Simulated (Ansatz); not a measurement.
Here is the system:

Host crystal: anatase TiO2, with a band gap (PBE, scalar-relativistic without spin-orbit coupling).

End structure of CO on the 1x1 (101) surface of anatase TiO2 (cut with top plane O), one in a 2x1 cell, started at the site 'top O':

```xyz
38
Lattice="7.5975 0.0000 0.0000 1.8994 5.2090 0.0000 0.0000 0.0000 28.5000" Properties=species:S:1:pos:R:3 pbc="T T T"
O      1.8994     2.2734     9.5548
O      5.6981     2.2734     9.5548
Ti     1.8994     3.8696    10.4672
Ti     5.6981     3.8696    10.4672
O      3.7988     4.3968    10.2347
O      7.5975     4.3968    10.2347
O      3.7988     0.6610    10.9426
O      7.5975     0.6610    10.9426
Ti     1.8994     1.0646    10.9433
Ti     5.6981     1.0646    10.9433
O      1.8994     2.8956    11.9562
O      5.6981     2.8956    11.9562
O      1.8994     0.6402    13.0347
O      5.6981     0.6402    13.0347
Ti     1.9017     2.3904    13.9498
Ti     5.6956     2.3995    13.9561
O      3.7978     2.8139    14.0016
O      7.5983     2.8184    13.9931
O      1.9018     4.3269    14.5025
O      5.6956     4.3260    14.5047
Ti     3.7963     4.7441    14.5608
Ti     7.6001     4.7424    14.5344
O      1.8974     1.2932    15.4608
O      5.6999     1.2983    15.4605
O      3.7977     4.2549    16.5759
O      7.5978     4.2654    16.5289
Ti     1.8993     0.8782    17.5351
Ti     5.6980     0.8935    17.5296
O      3.7987     1.3059    17.5446
O      7.5969     1.2893    17.5433
O      1.8849     2.7723    18.2527
O      5.7119     2.7642    18.2550
Ti     3.7953     3.2852    18.1052
Ti     7.5993     3.2942    18.0173
O      3.8092     4.9301    18.9637
O      7.5876     4.8950    18.9325
C      3.7865     2.3921    20.4791
O      3.7722     2.0812    21.5672
```

Set-up: 38 atoms, 9.4 Å thick at the start under the adsorbate (thin: gaps and levels are the slab's own); mesh 3x4x1; 0.01 eV smearing; dipole correction on; single point; no symmetry held, on the structure that PBE left; no spin, no spin-orbit, no U, no dispersion correction. At the end it is bonded to Ti. In PBE it is, or lies within 0.03 eV of, the lowest of the starts that converged; the order may differ at this level.

A negative adsorption energy means that the adsorbate is more stable on the surface than in its reference.

Task: Predict the highest filled level below the top vacuum level from r2SCAN, at the PBE geometry (Ansatz, a first-principles code).

Result: 7.19 eV

Task: Estimate the adsorption energy against CO(g) at the same level that r2SCAN, at the PBE geometry returns for this input.

Result: -0.35 eV

Task: What is the computed change of the step from the bottom to the top vacuum level, against the clean slab (r2SCAN, at the PBE geometry)?

Result: -0.64 eV

Task: What is the computed gap of the slab on its k-mesh (r2SCAN, at the PBE geometry)?

Result: 2.88 eV
